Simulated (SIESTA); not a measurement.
Worked example: self-consistent single point of Sb (R-3m, 2 atoms in the cell) in SIESTA

Method: GGA PBEsol, numerical atomic orbitals DZP, PseudoDojo PBEsol standard norm-conserving potentials (rewritten from UPF to PSML) (SIESTA).

This input was run:

```
# files in the folder: Sb.psml (PseudoDojo PBEsol standard)
SystemName  Sb
SystemLabel Sb

NumberOfAtoms                2
NumberOfSpecies              1
%block ChemicalSpeciesLabel
  1 51 Sb
%endblock ChemicalSpeciesLabel
LatticeConstant              1.0 Bohr
%block LatticeVectors
     7.515682683   -4.092721598    0.000000000
     7.515682683    4.092721598    0.000000000
     5.286960478    0.000000000    6.729331737
%endblock LatticeVectors
AtomicCoordinatesFormat      ScaledCartesian
%block AtomicCoordinatesAndAtomicSpecies
     4.834014175    0.000000000    1.601002231  1
    15.573996759    0.000000000    5.158032777  1
%endblock AtomicCoordinatesAndAtomicSpecies

XC.functional                GGA
XC.authors                   PBEsol
PAO.BasisSize                DZP
PAO.EnergyShift              0.01 Ry
MeshCutoff                   300 Ry
%block kgrid.MonkhorstPack
    9   0   0  0.0
    0   9   0  0.0
    0   0   9  0.0
%endblock kgrid.MonkhorstPack
OccupationFunction           FD
ElectronicTemperature        100.0 meV

MaxSCFIterations             150
SCF.Mixer.Method             Broyden
SCF.Mixer.Weight             0.1
SCF.Mixer.History            6
SCF.DM.Tolerance             1.0E-05
Diag.ParallelOverK           true
WriteForces                  true
Charge.Mulliken              end
```

The program printed (abridged):

```
reinit: Reading from file input.fdf

reinit: System Name: Sb
reinit: System Label: Sb

coor:   Atomic-coordinates input format  =     Cartesian coordinates
coor:                                          (in units of alat)

siesta: Atomic coordinates (Bohr) and species
siesta:      4.83401   0.00000   1.60100  1        1
siesta:     15.57400   0.00000   5.15803  1        2

siesta: System type = bulk

initatomlists: Number of atoms, orbitals, and projectors:      2    36    64

siesta: ******************** Simulation parameters ****************************
redata: Spin configuration                          = none
redata: Time-Reversal Symmetry                      = T
redata: Number of Atomic Species                    =        1
redata: Mesh Cutoff                                 =   300.0000 Ry
redata: Net charge of the system                    =     0.0000 |e|
redata: Min. number of SCF Iter                     =        0
redata: Max. number of SCF Iter                     =      150
redata: SCF convergence failure will abort job
redata: SCF mix quantity                            = Hamiltonian
redata: Mix DM or H after convergence               =   F
redata: Recompute H after scf cycle                 =   F
redata: Mix DM in first SCF step                    =   T
redata: No kicks to SCF
redata: DM Mixing Weight for Kicks                  =     0.5000
redata: Require Harris convergence for SCF          =   F
redata: Harris energy tolerance for SCF             =     0.000100 eV
redata: Require DM convergence for SCF              =   T
redata: DM tolerance for SCF                        =     0.000010
redata: Require EDM convergence for SCF             =   F
redata: EDM tolerance for SCF                       =     0.001000 eV
redata: Require H convergence for SCF               =   T
redata: Hamiltonian tolerance for SCF               =     0.001000 eV
redata: Require (free) Energy convergence for SCF   =   F
redata: (free) Energy tolerance for SCF             =     0.000100 eV
redata: Using DFT-D3 dispersion                     =   F
redata: Using Saved Data (generic)                  =   F
redata: Method of Calculation                       = Diagonalization
redata: Electronic Temperature                      =  1160.4518 K
redata: Number of TDED substeps                     =        3
redata: Dynamics option                             = Single-point calculation
redata: Save all siesta data in one NC              =   F
redata: ***********************************************************************

%block SCF.Mixers
  Broyden
%endblock SCF.Mixers

%block SCF.Mixer.Broyden
  # Mixing method
  method broyden

  # Mixing options
  weight 0.1000
  weight.linear 0.1000
  weight.prime 0.1000
  history 6
%endblock SCF.Mixer.Broyden

DM_history_depth set to one: no extrapolation allowed by default for geometry relaxation
Size of DM history Fstack: 1
Total number of electrons:    30.000000
Total ionic charge:    30.000000

* ProcessorY, Blocksize:    1  37

* Orbital distribution balance (max,min):    36    36

 Kpoints in:          405 . Kpoints trimmed:          365

siesta: k-grid: Number of k-points = 365
siesta: k-points from Monkhorst-Pack grid
siesta: k-cutoff (effective) =    19.492 Ang
siesta: k-point supercell and displacements
siesta: k-grid:     9     0     0      0.000
siesta: k-grid:     0     9     0      0.000
siesta: k-grid:     0     0     9      0.000

diag: Algorithm                                     = D&C
diag: Parallel over k                               =   F
diag: Use parallel 2D distribution                  =   F
diag: Parallel block-size                           = 37
diag: Parallel distribution                         =     1 x     1
diag: Used triangular part                          = Lower
diag: Absolute tolerance                            =  0.100E-15
diag: Orthogonalization factor                      =  0.100E-05
diag: Memory factor                                 =  1.0000

superc: Internal auxiliary supercell:     5 x     5 x     5  =     125
superc: Number of atoms, orbitals, and projectors:    250   4500   8000

                        Single-point calculation

superc: Internal auxiliary supercell:     5 x     5 x     5  =     125
superc: Number of atoms, orbitals, and projectors:    250   4500   8000

outcell: Unit cell vectors (Ang):
        3.977128   -2.165775    0.000000
        3.977128    2.165775    0.000000
        2.797739    0.000000    3.561009

outcell: Cell vector modules (Ang)   :    4.528590    4.528590    4.528590
outcell: Cell angles (23,13,12) (deg):     57.1417     57.1417     57.1417
outcell: Cell volume (Ang**3)        :     61.3460
new_DM -- step:     1
Initializing Density Matrix...

Attempting to read DM from file... Failed...
DM filled with atomic data:

InitMesh: MESH = 40 x 40 x 40 = 64000
InitMesh: Mesh cutoff (required, used) =   300.000   310.231 Ry

stepf: Fermi-Dirac step function

        iscf     Eharris(eV)        E_KS(eV)     FreeEng(eV)     dDmax    Ef(eV) dHmax(eV)
   scf:    1    -4939.561293    -4937.314028    -4937.327671  0.612996 -2.986995  2.832509
   scf:    2    -4937.414821    -4937.365042    -4937.378490  0.016164 -3.026067  2.446467
   scf:    3    -4937.598430    -4937.502447    -4937.514373  0.083138 -3.271498  0.107519
   scf:    4    -4937.504020    -4937.503253    -4937.515182  0.001459 -3.276078  0.078021
   scf:    5    -4937.505346    -4937.504631    -4937.516698  0.003639 -3.275175  0.007707
   scf:    6    -4937.504618    -4937.504624    -4937.516701  0.000192 -3.274349  0.005566
   scf:    7    -4937.504608    -4937.504616    -4937.516707  0.000183 -3.273371  0.003495
   scf:    8    -4937.504588    -4937.504602    -4937.516711  0.000224 -3.272162  0.000995
   scf:    9    -4937.504591    -4937.504596    -4937.516711  0.000077 -3.271773  0.000150
   scf:   10    -4937.504595    -4937.504596    -4937.516711  0.000012 -3.271726  0.000142
   scf:   11    -4937.504595    -4937.504595    -4937.516711  0.000003 -3.271726  0.000128

SCF Convergence by DM+H criterion
max |DM_out - DM_in|         :     0.0000028860
max |H_out - H_in|      (eV) :     0.0001284425
SCF cycle converged after 11 iterations

Using DM_out to compute the final energy and forces

siesta: E_KS(eV) =            -4937.5046

siesta: E_KS - E_eggbox =     -4937.5046

siesta: Atomic forces (eV/Ang):
     1    0.151646   -0.000000    0.050224
     2   -0.150961    0.000000   -0.049997
   Tot    0.000685    0.000000    0.000227
   Max    0.151646
   Res    0.092022    sqrt( Sum f_i^2 / 3N )
   Max    0.151646    constrained

Stress tensor Voigt[x,y,z,yz,xz,xy] (kbar):       11.51        6.54        7.08        0.00        1.65       -0.00
(Free)E + p*V (eV/cell)    -4937.8374
Target enthalpy (eV/cell)    -4937.5167

siesta: Program's energy decomposition (eV):
siesta: Ebs     =      -739.524173
siesta: Eions   =      4427.495193
siesta: Ena     =       408.461591
siesta: Ekin    =      2885.059251
siesta: Enl     =     -2583.795644
siesta: Eso     =         0.000000
siesta: Edftu   =         0.000000
siesta: DEna    =         0.247607
siesta: DUscf   =         0.464852
siesta: DUext   =         0.000000
siesta: Ex      =     -1144.207855
siesta: Ec      =       -76.239206
siesta: Exc     =     -1220.447061
siesta: Eharris =     -4937.504595
siesta: Etot    =     -4937.504595
siesta: FreeEng =     -4937.516711

siesta: Atomic forces (eV/Ang):
siesta:      1    0.151646   -0.000000    0.050224
siesta:      2   -0.150961    0.000000   -0.049997
siesta: ----------------------------------------
siesta:    Tot    0.000685    0.000000    0.000227

siesta: Stress tensor (static) (eV/Ang**3):
siesta:     0.007185   -0.000000    0.001029
siesta:    -0.000000    0.004079   -0.000000
siesta:     0.001029    0.000000    0.004420

siesta: Cell volume =         61.345961 Ang**3

siesta: Pressure (static):
siesta:                Solid            Molecule  Units
siesta:          -0.00005694         -0.00000047  Ry/Bohr**3
siesta:          -0.00522783         -0.00004284  eV/Ang**3
siesta:          -8.37590264         -0.06863941  kBar

mulliken: Atomic and Orbital Populations:

Species: Sb
Atom  Qatom  Qorb
               5s      5s      5py     5pz     5px     5py     5pz     5px
               4dxy    4dyz    4dz2    4dxz    4dx2-y2 5dxy    5dyz    5dz2
               5dxz    5dx2-y2
   1 15.000   1.597   0.122   0.736   0.750   0.863   0.172   0.166   0.115
              2.006   2.004   2.005   2.006   2.005   0.086   0.118   0.042

              0.126   0.081
   2 15.000   1.597   0.122   0.736   0.750   0.863   0.172   0.166   0.115
              2.006   2.004   2.005   2.005   2.005   0.086   0.118   0.042

              0.126   0.081

mulliken: Qtot =       30.000

Mulliken Atomic Populations:
Atom #   charge [q] valence [e]  Species
     1     0.000098   14.999902  Sb
     2    -0.000098   15.000098  Sb
 Total    -0.000000
```

The run converged in 11 iterations.

The starting cell has typed, rounded lattice constants, without a prior relaxation at this level. Its lattice was rescaled by up to half a per cent. One atom was moved a little off its site on purpose. Values carry the incompleteness of an atom-centred basis.
